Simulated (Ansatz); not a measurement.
**Short convergence ladders for a (110) slab of CaHg (cut from a parent of space group no. 221; 8 atoms in the cell)**

```yaml
crystal:
  lattice:
    - [3.77342, 0.00000, 0.00000]
    - [0.00000, 5.33643, 0.00000]
    - [0.00000, 0.00000, 22.00471]
  atoms:
    - { symbol: Ca, position: [0.00000, 0.25000, 0.31811] }
    - { symbol: Hg, position: [0.50000, 0.75000, 0.31811] }
    - { symbol: Ca, position: [0.00000, 0.75000, 0.43937] }
    - { symbol: Hg, position: [0.50000, 0.25000, 0.43937] }
    - { symbol: Ca, position: [0.00000, 0.25000, 0.56063] }
    - { symbol: Hg, position: [0.50000, 0.75000, 0.56063] }
    - { symbol: Ca, position: [0.00000, 0.75000, 0.68189] }
    - { symbol: Hg, position: [0.50000, 0.25000, 0.68189] }
```

Base method: PBEsol, default PAW files made with PBE (plane waves; Ansatz, a program for electronic structure).

Base settings: basis.ecutwfc = 420 eV; kpoints.mp_grid.grid = 5 3 1; hamiltonian.xc = pbesol; hamiltonian.pseudopotentials = {kind: paw} (the program's default PAW files); scf.occupations.method = gaussian; scf.occupations.width = 0.1 eV.

The count of work is k-points × plane waves × bands × iterations; it is no time. 

**The vacuum**

The mesh stays at the base's, so the ladder's end is converged at best in this setting alone.

Only quantities that move along the ladder and can be compared are tabulated.

```tsv
vacuum between outermost atoms (Å)	free energy less the last step's (meV/atom)	largest difference of a force vector from the last step's (eV/Å)	count of work / last
3.0	-184.17	0.482	0.23
4.0	-91.28	0.552	0.28
5.0	-32.12	0.317	0.34
6.0	-7.63	0.115	0.37
7.0	-1.43	0.035	0.36
8.0	-0.16	0.009	0.42
10.0	0.02	0.002	0.48
12.0	0.00	0.000	0.53
14.0	0.00	0.000	0.58
17.0	0.00	0.000	0.66
20.0	0.00	0.000	0.74
25.0	0.00	0.000	0.87
30.0	0.00	0.000	1.0
```

Smallest vacuum between outermost atoms (Å) that holds the forces within 0.01 eV/Å of the last step, with all finer ones: 8.0, at 0.42 of the last step's count of work; the step before is off by 0.035 eV/Å.

Smallest vacuum between outermost atoms (Å) that holds the free energy within 2 meV/atom of the last step, with all finer ones: 7.0, at 0.36 of the last step's count of work; the step before is off by 7.6 meV/atom.

**The plane-wave cutoff**

The mesh stays at the base's, so the ladder's end is converged at best in this setting alone.

Only quantities that move along the ladder and can be compared are tabulated.

```csv
basis.ecutwfc,free energy less the last step's (meV/atom),largest difference of a force vector from the last step's (eV/Å),count of work / last
210 eV,4139.56,0.144,0.14
250 eV,820.84,0.059,0.16
295 eV,96.89,0.012,0.21
355 eV,3.25,0.001,0.27
420 eV,0.92,0.000,0.35
505 eV,0.21,0.000,0.46
630 eV,0.06,0.000,0.65
840 eV,0.00,0.000,1.0
```

Coarsest basis.ecutwfc that holds the forces within 0.02 eV/Å of the last step, with all finer ones: 295 eV, at 0.21 of the last step's count of work; the step before is off by 0.059 eV/Å.

Coarsest basis.ecutwfc that holds the free energy within 5 meV/atom of the last step, with all finer ones: 355 eV, at 0.27 of the last step's count of work; the step before is off by 97 meV/atom.

On the base run: the starting cell comes from a database of computed structures (which also holds hypothetical and non-ambient phases and stackings), without a prior relaxation at this level. The slab is cut from that crystal, and its faces are unrelaxed. Its lattice was rescaled by up to half a per cent. Without a gap this mesh is coarse (it stands for a supercell whose shortest in-plane vector is 16 Å).

Left out of this page: 1 run of the series outside the window shown, repeating another row's setting, or not comparable.

Keys are those of Ansatz 0.2.
